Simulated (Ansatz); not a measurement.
The reference is CdSe in the zinc blende structure (space group F-43m, No. 216; a = 6.133 Å).

The values are results of r2SCAN (Ansatz, an electronic-structure program), without spin-orbit coupling, not measurements.

Before the change:

```
Property                 Value
-------------  ---------------
Electron mass  0.093 mₑ (at Γ)
```

The change: an isotropic linear strain of +3.00 %; the atoms relax in the strained cell.

Q: Predict the new electron mass and mean gap deformation potential ΔEg/Δln V.

A: The electron mass changes from 0.093 mₑ (at Γ) to 0.082 mₑ (at Γ); the mean gap deformation potential ΔEg/Δln V amounts to -2.3 eV.

Effective masses come from finite differences of ±0.01 Å⁻¹. Whether these cells are dynamically stable was not tested.
